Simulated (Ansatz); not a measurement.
## Hypothetical zinc blende SnSe: pressure series

Start from SnSe in the zinc blende structure (space group F-43m, No. 216; a = 6.7786 Å; a hypothetical phase, not in the database extracts checked).

Cell and atoms are relaxed at each pressure.

Levels (all Ansatz, an electronic-structure program, PAW): PBE (420 eV, no spin-orbit coupling); PBEsol (420 eV, scalar-relativistic without spin-orbit coupling).

The base cell above is that of PBE; each level relaxes its own structures.

```csv
case,"volume per atom, PBE","volume per atom, PBEsol"
pressure −2 GPa,41.98 Å³,(withheld)
pressure −1 GPa,40.32 Å³,38.09 Å³
pressure 0.3 GPa,38.56 Å³,(withheld)
pressure 0.7 GPa,38.08 Å³,36.10 Å³
pressure 1.5 GPa,37.21 Å³,35.29 Å³
pressure 3 GPa,35.75 Å³,33.93 Å³
pressure 5 GPa,34.09 Å³,32.42 Å³
pressure 7.5 GPa,32.36 Å³,(withheld)
pressure 10 GPa,30.97 Å³,(withheld)
```

### Question
Some entries are withheld; estimate them.

### Answer

- pressure −2 GPa, volume per atom, PBEsol: 39.51 Å³
- pressure 0.3 GPa, volume per atom, PBEsol: 36.53 Å³
- pressure 7.5 GPa, volume per atom, PBEsol: 30.93 Å³
- pressure 10 GPa, volume per atom, PBEsol: 29.70 Å³

PBE lies above PBEsol in every row, by 1.26 Å³ to 2.47 Å³. They put the cases in the same order.

Load acts through the strain it causes; cell and atoms are relaxed under it. Whether these cells are dynamically stable was not tested. Competing high-pressure phases were not computed. All final runs are without spin polarisation.
